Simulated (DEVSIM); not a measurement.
System: Schottky contact on n-type InP, at 300 K.

| layer (left to right) | material | thickness (μm) | Nd (cm⁻³) | τn (s) | τp (s) |
|---|---|---|---|---|---|
| 1 | InP | 14.0 | 1.7e15 | 6.2e-8 | 6.2e-8 |

Left contact: Schottky, work function 5.53 eV, emission velocity 1.6e6 cm/s. Right contact: ohmic. Voltage is applied to the left contact. Recombination: SRH at mid-gap. Mobility is μmin + (μ − μmin)/(1 + (N/Nref)^α).

The device is made up for the run: typed textbook-type constants, with dimensions and the other settings drawn at random. Values at 300 K.

```
parameter         InP
-------------  ------
gap (eV)        1.344
affinity (eV)    4.38
permittivity     12.5
Nc (cm⁻³)      5.7e17
Nv (cm⁻³)      1.1e19
μn (cm²/Vs)      5200
μp (cm²/Vs)       170
μn,min            400
μp,min             10
Nref,n           3e17
Nref,p         4.9e17
αn               0.47
αp               0.62
```

Simulated with DEVSIM: 1D drift-diffusion, Boltzmann statistics, complete ionisation; no tunnelling, impact ionisation, image-force lowering or self-heating. Metal contacts follow the ideal Schottky-Mott rule: no Fermi-level pinning, no interface dipoles.

### Question
Tabulate band edges, carrier densities and field at 1.15 V on the left contact.

### Answer
Energies count from the Fermi level of the right contact; mesh points crowd at the junctions.

```csv
x (μm),Ec (eV),Ev (eV),n (cm⁻³),p (cm⁻³),field (V/cm)
0.000,0.000,-1.344,9.2e14,6.0e15,-5400
0.01516,-0.007,-1.351,1.2e15,4.6e15,-4200
0.03985,-0.016,-1.360,1.7e15,3.3e15,-2700
0.08442,-0.024,-1.368,2.5e15,2.3e15,-1300
0.1839,-0.030,-1.374,3.2e15,1.8e15,-160
0.3148,-0.030,-1.374,3.4e15,1.7e15,72
0.5281,-0.028,-1.372,3.4e15,1.7e15,100
1.035,-0.023,-1.367,3.3e15,1.6e15,100
1.772,-0.015,-1.359,3.2e15,1.5e15,100
2.903,-0.003,-1.347,3.1e15,1.4e15,110
4.745,0.018,-1.326,2.9e15,1.2e15,110
8.521,0.063,-1.280,2.6e15,8.6e14,130
10.65,0.092,-1.252,2.4e15,6.5e14,140
11.95,0.112,-1.232,2.2e15,4.9e14,160
12.99,0.129,-1.215,2.0e15,3.0e14,180
13.39,0.137,-1.207,1.9e15,2.1e14,200
13.63,0.142,-1.202,1.8e15,1.3e14,210
13.78,0.145,-1.199,1.8e15,8.4e13,220
13.90,0.148,-1.196,1.7e15,4.1e13,230
13.95,0.149,-1.195,1.7e15,2.1e13,240
13.98,0.150,-1.194,1.7e15,9.0e12,240
14.00,0.150,-1.194,1.7e15,< 1e2,240
```
